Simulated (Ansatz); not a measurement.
Base system: CdS in the wurtzite structure (space group P6_3mc, No. 186; a = 4.197 Å, c = 6.829 Å). Axes: x lies along a and z along c of the hexagonal cell.

Computed with PBE (Ansatz, a program for electronic structure), without spin-orbit coupling.

One thing is altered: an isotropic linear strain of −2.01 %, atoms relaxed at fixed cell.

Task: Predict the stress tensor and what it implies for the stiffness.

Result: Stress of the strained cell less that of the base (GPa, compression positive):
```
   3.73    0.00    0.00
   0.00    3.73    0.00
   0.00    0.00    3.72
```

Then B = −ΔP/(ΔV/V₀) with ΔV/V₀ = -0.0591 gives secant stiffness values (nonlinear terms included at this strain): B (at held cell shape, above the free-shape value) ≈ 63 GPa.

As a check, the harmonic strain energy −½ V₀ Δσ:ε is 18 meV/atom; the computed energy rise is 17 meV/atom.

Stability against distortions was not tested.
